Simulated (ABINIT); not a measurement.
Band structure of PbS (Fm-3m, 2 atoms in the cell).

```
PbS
1.0
    0.00000     2.97000     2.97000
    2.97000     0.00000     2.97000
    2.97000     2.97000     0.00000
Pb S
1 1
Direct
  0.00000   0.00000   0.00000
  0.50000   0.50000   0.50000
```

Computed with PBE, PAW (JTH v2.0 PBE PAW) (plane waves; ABINIT).

Settings: pseudos = [Pb.GGA_PBE-JTH.xml, S.GGA_PBE-JTH.xml]; ecut = 42 Ry; pawecutdg = 84 Ry; occopt = 3; tsmear = 0.00183747 Ha; ngkpt = 7 7 7; nshiftk = 1; shiftk = 0 0 0; potentials = JTH v2.0 PBE PAW; kptopt = 1; nstep = 100; tolvrs1 = 1e-10; ndtset = 2.

The starting cell has typed, rounded lattice constants, without a prior relaxation at this level. Spin-orbit coupling is off.

These are the values that this program gave, and no reference: the one-centre exchange-correlation terms come from a truncated expansion.

Problem. Predict the gap along the standard path and the places of the band edges.

Solution. The gap along the path is 0.38 eV, direct at L to within 0.01 eV.

Levels in eV from the top of the valence band on the SCF mesh, bands 7 to 14:
| point | 7 | 8 | 9 | 10 | 11 | 12 | 13 | 14 |
|---|---|---|---|---|---|---|---|---|
| Γ | -5.79 | -1.89 | -1.89 | -1.89 | 5.46 | 5.46 | 5.46 | 7.00 |
| X | -6.94 | -4.90 | -3.16 | -3.16 | 4.16 | 5.82 | 5.92 | 5.92 |
| W | -7.68 | -4.13 | -4.13 | -0.75 | 2.45 | 4.92 | 4.92 | 8.41 |
| K | -7.71 | -4.48 | -2.65 | -2.21 | 3.59 | 4.38 | 5.30 | 6.50 |
| L | -8.57 | -1.49 | -1.49 | 0.25 | 0.63 | 2.23 | 2.23 | 8.94 |
| U | -7.71 | -4.48 | -2.65 | -2.21 | 3.59 | 4.38 | 5.30 | 6.50 |
